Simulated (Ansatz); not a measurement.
ScAlMgO4 (R3m, No. 160, 7 atoms in the cell; start mp-1221961)

All values below come from r²SCAN (Ansatz, a quantum-chemistry and plane-wave program, PAW).

Numerical settings: plane-wave cutoff 560 eV, 12×12×12 k mesh, Fermi–Dirac smearing 0.01 eV, scalar-relativistic PAW data made under PBE.

Cell (relaxed at this level):

```xyz
7
Lattice="1.6201 0.9354 8.2728 -1.6201 0.9354 8.2728 0.0000 -1.8707 8.2728" Properties=species:S:1:pos:R:3 pbc="T T T"
Mg     0.0000     0.0000     5.3849
Sc     0.0000     0.0000     0.1103
Al     0.0000     0.0000    19.5282
O      0.0000     0.0000     3.0034
O      0.0000     0.0000    21.3927
O      0.0000     0.0000     7.3627
O      0.0000     0.0000    17.6805
```

```yaml
band_gap: 5.08 eV (on the SCF k mesh)
bulk_modulus: 180 GPa
```

Note: the relaxation could not lower the start's symmetry, so the cell can be a saddle point above a distorted one; the bulk modulus is −V dP/dV from two relaxed cells at ±2 % in volume.

The computed numbers hold no vibrational or temperature effects.

A start named mp-… is a Materials Project structure, which need not be a measured phase.
